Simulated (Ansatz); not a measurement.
Consider interstitial Cu in zinc-blende GaAs, charge state +1. Calculation: PBE, PAW (plane waves to 420 eV; Ansatz, an electronic-structure program).

Cell of 64 host sites held at the relaxed PBE lattice; one k-point at (0.250, 0.250, 0.250); Fermi-Dirac width 0.05 eV, spin-restricted; finite-size errors left in. No zero-point or tunnelling terms. PBE gaps are too small, and in this host the defect's levels may merge with the bands. The charge state is imposed; whether it is stable for some Fermi level was not computed. Sites that were not tried may lie lower.

Barriers: single points on a 2×2×2 k-point mesh shifted by half a step at the bands' geometries.

Relaxed starting cell (atoms counted from 1):

```xyz
65
Lattice="11.4913 0.0000 0.0000 0.0000 11.4913 0.0000 0.0000 0.0000 11.4913" Properties=species:S:1:pos:R:3 pbc="T T T"
Ga     0.0005     0.0027    -0.0106
Ga    -0.0313    -0.0283     5.7579
Ga    -0.0277     5.7296     0.0225
Ga    -0.0318     5.8139     5.6662
Ga     5.7243    -0.0246     0.0227
Ga     5.8154    -0.0330     5.6646
Ga     5.8187     5.8195     0.0269
Ga     5.7257     5.7281     5.7590
As     1.3855     1.3902     4.2891
As     1.4418     1.4443    10.0467
As     1.4568     7.2077     4.2811
As     1.3928     7.1966    10.0949
As     7.2059     1.4599     4.2808
As     7.1915     1.3969    10.0951
As     7.1614     7.1660     4.3245
As     7.2068     7.2095    10.0311
Ga    -0.0185     2.8684     2.8661
Ga    -0.0320     2.8609     8.6272
Ga    -0.0096     8.6264     2.8594
Ga    -0.0167     8.6187     8.6194
Ga     5.7350     2.8740     2.8597
Ga     5.8384     2.8357     8.6469
Ga     5.7405     8.6079     2.8835
Ga     5.7370     8.6299     8.6148
As     1.4216     4.3039     1.4472
As     1.3576     4.3267     7.1598
As     1.4291    10.0567     1.4276
As     1.4207    10.0434     7.1859
As     7.1832     4.3078     1.4386
As     7.1885     4.3067     7.1859
As     7.1748    10.0433     1.4478
As     7.1828    10.0524     7.1804
Ga     2.8639    -0.0135     2.8670
Ga     2.8575    -0.0306     8.6267
Ga     2.8710     5.7369     2.8600
Ga     2.8344     5.8411     8.6492
Ga     8.6236    -0.0069     2.8591
Ga     8.6156    -0.0116     8.6201
Ga     8.6043     5.7458     2.8844
Ga     8.6268     5.7390     8.6153
As     4.3004     1.4258     1.4473
As     4.3233     1.3534     7.1551
As     4.3057     7.1842     1.4376
As     4.3044     7.1911     7.1863
As    10.0541     1.4309     1.4269
As    10.0415     1.4244     7.1865
As    10.0399     7.1789     1.4480
As    10.0511     7.1827     7.1803
Ga     2.8591     2.8625     0.0293
Ga     2.8314     2.8335     5.6403
Ga     2.8696     8.6189     0.0075
Ga     2.8673     8.6249     5.7560
Ga     8.6168     2.8716     0.0070
Ga     8.6229     2.8699     5.7558
Ga     8.6222     8.6263     0.0101
Ga     8.6056     8.6060     5.7426
As     4.3031     4.3052     4.2975
As     4.3267     4.3341    10.1368
As     4.2975    10.0497     4.3076
As     4.3020    10.0444    10.0618
As    10.0463     4.3012     4.3075
As    10.0423     4.3048    10.0620
As    10.0391    10.0417     4.3052
As    10.0515    10.0560    10.0579
Cu     3.4453     3.4353     8.0485
```
Cell charge +1.

End state 1 differs by these moves (Å; atoms that move under 0.08 Å are left out):

```tsv
atom	element	Δx	Δy	Δz
4	Ga	0.01	-0.09	0.08
6	Ga	-0.09	0.01	0.08
7	Ga	-0.09	-0.09	0.00
22	Ga	-0.11	-0.02	-0.04
36	Ga	-0.02	-0.11	-0.04
49	Ga	-0.06	-0.06	0.00
50	Ga	0.01	0.02	0.09
52	Ga	-0.07	0.02	-0.07
54	Ga	0.02	-0.07	-0.07
58	As	-0.06	-0.06	-0.07
65	Cu	2.31	2.32	0.58
```

Problem. What forward and backward barriers to end state 1 does PBE, PAW give?

Solution. forward 0.19 eV, backward 0.19 eV; at the saddle point atom 65 has neighbours As at 2.75, 2 As at 2.81, 2 As at 2.95, As at 3.01; 2 Ga at 2.54, Ga at 2.57, Ga at 2.69 Å. The saddle point's order was not checked, and it lies on a symmetry element of the cell, where a band can be held.
